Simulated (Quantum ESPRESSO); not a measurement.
Quantum ESPRESSO run on Ga (P6/mmm, 3 atoms in the cell): self-consistent single point.

Level of theory: PBEsol, GBRV 1.5 ultrasoft (PBESOL) pseudopotentials (plane waves; Quantum ESPRESSO 7.5).

```xyz
3
Lattice="4.6591 0.0000 0.0000 -2.3295 4.0349 0.0000 0.0000 0.0000 2.8337" Properties=species:S:1:pos:R:3 pbc="T T T"
Ga     0.0000     0.0000     0.0000
Ga     0.0000     2.6899     1.4169
Ga     2.3295     1.3450     1.4169
```

Reference input (self-consistent single point, DFT, PBEsol, plane waves, PseudoDojo standard norm-conserving (PBESOL) pseudopotentials): ecutwfc = 80 Ry; occupations = smearing; smearing = cold; degauss = 0.0073499 Ry; potentials = {Ga: Ga.upf}; K_POINTS = automatic 8 8 12 0 0 0; conv_thr = 1e-09 Ry; mixing_beta = 0.4. This run's input differs from it in these lines:

```diff
@@ -13,3 +13,4 @@
    ntyp = 1
-   ecutwfc = 80
+   ecutwfc = 50
+   ecutrho = 250
    occupations = 'smearing'
@@ -23,3 +24,3 @@
 ATOMIC_SPECIES
-Ga    69.7230  Ga.upf
+Ga    69.7230  ga_pbesol_v1.4.uspp.F.UPF
 ATOMIC_POSITIONS crystal
```

The program printed (abridged):

```
     Self-consistent Calculation

     iteration #  1     ecut=    50.00 Ry     beta= 0.40

     total energy              =   -1235.17284508 Ry
     estimated scf accuracy    <      26.07637563 Ry

     iteration #  2     ecut=    50.00 Ry     beta= 0.40

     total energy              =   -1244.86657118 Ry
     estimated scf accuracy    <       2.25190738 Ry

     iteration #  3     ecut=    50.00 Ry     beta= 0.40

     total energy              =   -1244.87847124 Ry
     estimated scf accuracy    <       0.27714288 Ry

   [... 5 blocks of this kind left out ...]

     iteration #  9     ecut=    50.00 Ry     beta= 0.40

     total energy              =   -1244.97125950 Ry
     estimated scf accuracy    <       0.00000007 Ry

     iteration # 10     ecut=    50.00 Ry     beta= 0.40
     End of self-consistent calculation

     the Fermi energy is    11.9189 ev

!    total energy              =   -1244.97125952 Ry
     estimated scf accuracy    <          4.7E-10 Ry
     smearing contrib. (-TS)   =      -0.00001491 Ry
     internal energy E=F+TS    =   -1244.97124461 Ry

     convergence has been achieved in  10 iterations

     Forces acting on atoms (cartesian axes, Ry/au):

     atom    1 type  1   force =     0.00000000    0.00000000   -0.00000000
   [... zero for the other atoms too ...]

     Total force =     0.000000     Total SCF correction =     0.000000

          total   stress  (Ry/bohr**3)                   (kbar)     P=        6.61
   0.00004232  -0.00000000   0.00000000            6.23       -0.00        0.00
  -0.00000000   0.00004232   0.00000000           -0.00        6.23        0.00
   0.00000000  -0.00000000   0.00005011            0.00       -0.00        7.37

   JOB DONE.
```

The run converged in 10 iterations. Against the reference run the pressure goes from 1.04 to 0.66 GPa.

The starting cell was generated: these elements placed on a structure prototype, without a prior relaxation; it need not be a known phase or ordering of this composition. Its lattice was rescaled by a random factor within 2.5 % of one.

Cost on one core of a shared machine: roughly 90 s.
